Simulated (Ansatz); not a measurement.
**MgTe (model structure, started from the WC type, P-6m2, No. 187, 2 atoms in the cell): properties by level of theory**

```tsv
level (code)	lattice parameter a (Å)	lattice parameter c (Å)	enthalpy of formation (eV/atom)
PBE (Ansatz)	4.144	3.759	-0.597
PBEsol (Ansatz)	4.087	3.725	-0.603
PBE-D3(BJ) (Ansatz)	4.056	3.721	-0.601
```

Ansatz's density-functional and Hartree–Fock values are scalar-relativistic unless marked +SOC, with PAW data made under PBE.

The computed numbers hold no vibrational or temperature effects.

A model structure was made by putting elements into a prototype or built by hand; it is no filed structure, need not be a known phase, and can be a saddle point held by its symmetry.

Ansatz is a quantum-chemistry and plane-wave program.
